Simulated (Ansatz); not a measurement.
# BaTiO3, pressure series

The parent structure is BaTiO3 (space group P4mm, No. 99).

```
CELL_PARAMETERS angstrom
      3.97275     0.00000     0.00000
      0.00000     3.97275     0.00000
      0.00000     0.00000     4.11229
ATOMIC_POSITIONS crystal
  Ti 0.50000 0.50000 0.45228
  Ba 0.00000 0.00000 0.93419
  O  0.50000 0.50000 0.89527
  O  0.50000 0.00000 0.41213
  O  0.00000 0.50000 0.41213
```

Cell and atoms are relaxed at each pressure.

All numbers come from DFT with r2SCAN, PAW potentials and a 500 eV plane-wave cutoff in Ansatz (a quantum-chemistry and plane-wave program), no spin-orbit coupling, earlier PAW set.

```csv
change,gap character,band gap,shortest interatomic distance
base,"indirect, A → Γ",2.23 eV,1.822 Å
pressure −2 GPa,"indirect, A → Γ",2.22 eV,1.809 Å
pressure −1 GPa,"indirect, A → Γ",2.23 eV,1.815 Å
pressure 3 GPa,"indirect, A → Γ",2.26 eV,1.841 Å
pressure 7 GPa,"indirect, A → Γ",2.29 eV,1.867 Å
pressure 15 GPa,"indirect, R → Γ",2.36 eV,1.950 Å
pressure 30 GPa,direct at Γ,2.41 eV,1.915 Å
pressure 50 GPa,direct at Γ,2.43 eV,1.878 Å
pressure 75 GPa,direct at Γ,2.43 eV,1.842 Å
pressure 100 GPa,direct at Γ,2.39 eV,1.812 Å
```

Load acts through the strain it causes; cell and atoms are relaxed under it. Stability against distortions was not tested. No other phases were tried under pressure. The final runs are not spin-polarised. Along this pressure series the structure jumps between pressure 7 GPa and pressure 15 GPa; cells beyond that are another form of it. k-point labels follow each cell's own Brillouin zone.
